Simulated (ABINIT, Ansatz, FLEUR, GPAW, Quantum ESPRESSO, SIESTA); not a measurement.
## One structure in several programs: HfMg₆Zr (Amm2, 8 atoms in the cell)

Self-consistent single point.

```
CELL_PARAMETERS angstrom
      5.10077     0.00000     0.00000
      0.00000     3.03281     5.81689
      0.00000    -3.03281     5.81689
ATOMIC_POSITIONS crystal
  Mg 0.50000 0.67362 0.17274
  Mg 0.50000 0.17274 0.67362
  Mg 0.00000 0.83079 0.32913
  Mg 0.00000 0.32913 0.83079
  Mg 0.00000 0.32586 0.32586
  Mg 0.00000 0.82352 0.82352
  Zr 0.50000 0.17230 0.17230
  Hf 0.50000 0.67204 0.67204
```

Shared settings, as Ansatz (a quantum-chemistry and plane-wave program) writes them: kpoints.mp_grid.grid = 3 3 3; scf.occupations.method = gaussian; scf.occupations.width = 0.1 eV. Potentials and cutoffs stand in the table.

| code | model | pressure (GPa) | largest force (eV/Å) | cutoff |
|---|---|---|---|---|
| GPAW | PBEsol, GPAW PAW datasets PBEsol (made by gpaw-setup) | -1.40 | 0.050 | 850 eV |
| FLEUR | PBEsol, all-electron FLAPW (FLEUR), scalar-relativistic valence | – | 0.046 | Kmax 3.8 1/bohr |
| ABINIT | PBEsol, PAW (JTH v2.0 PBE PAW, files made for PBE) | -1.59 | 0.051 | 20 Ha |
| SIESTA | GGA PBEsol, numerical atomic orbitals DZP, PseudoDojo PBEsol standard norm-conserving potentials (rewritten from UPF to PSML) | 0.46 | 0.078 | grid 400 Ry |
| Ansatz | PBEsol, PAW files made with PBE | -1.43 | 0.048 | default |
| Quantum ESPRESSO | PBEsol, SSSP 1.1.2 precision (PBE) pseudopotentials | -1.41 | 0.048 | 75 Ry |

Size of the force on each atom (eV/Å): Sizes of forces hide their directions.

| code | Mg1 | Mg2 | Mg3 | Mg4 | Mg5 | Mg6 | Zr7 | Hf8 |
|---|---|---|---|---|---|---|---|---|
| GPAW | 0.024 | 0.024 | 0.048 | 0.048 | 0.050 | 0.005 | 0.038 | 0.046 |
| FLEUR | 0.023 | 0.023 | 0.046 | 0.046 | 0.045 | 0.005 | 0.039 | 0.045 |
| ABINIT | 0.023 | 0.023 | 0.051 | 0.051 | 0.049 | 0.010 | 0.040 | 0.045 |
| SIESTA | 0.078 | 0.078 | 0.051 | 0.051 | 0.058 | 0.044 | 0.060 | 0.016 |
| Ansatz | 0.024 | 0.024 | 0.048 | 0.048 | 0.047 | 0.007 | 0.039 | 0.046 |
| Quantum ESPRESSO | 0.023 | 0.023 | 0.046 | 0.046 | 0.048 | 0.003 | 0.040 | 0.047 |

A dash marks a value that a program does not give, or that is left out as unsure.

On Ansatz's run: spin-orbit coupling is off.

The spread over the programs that give each value: pressure within 2.05 GPa; largest force within 0.032 eV/Å.

SIESTA uses small atom-centred bases, whose incompleteness enters pressures, forces and empty levels differently from a plane-wave cutoff. FLEUR treats all electrons, but the usual bases taken here (sphere radii, linearisation, local orbitals, empty states) were not tested for convergence, so the values are no reference for the others. Ansatz's pressure is given at a fixed set of plane waves, as the other plane-wave codes print theirs. In the pressure, SIESTA (by 1.88) lies more than 1 GPa from the median of the plane-wave programs.

The shared mesh is coarse (it stands for a supercell whose shortest vector is 15 Å), so the values are not converged in it.

The starting cell comes from a database of computed structures (which also holds hypothetical and non-ambient phases and stackings), without a prior relaxation at this level.

Left out of this page: CP2K (unsound by tests on forces, stress, charge or solver warnings); Elk (not drawn, or without a comparable value).

Keys are those of Ansatz 0.2.
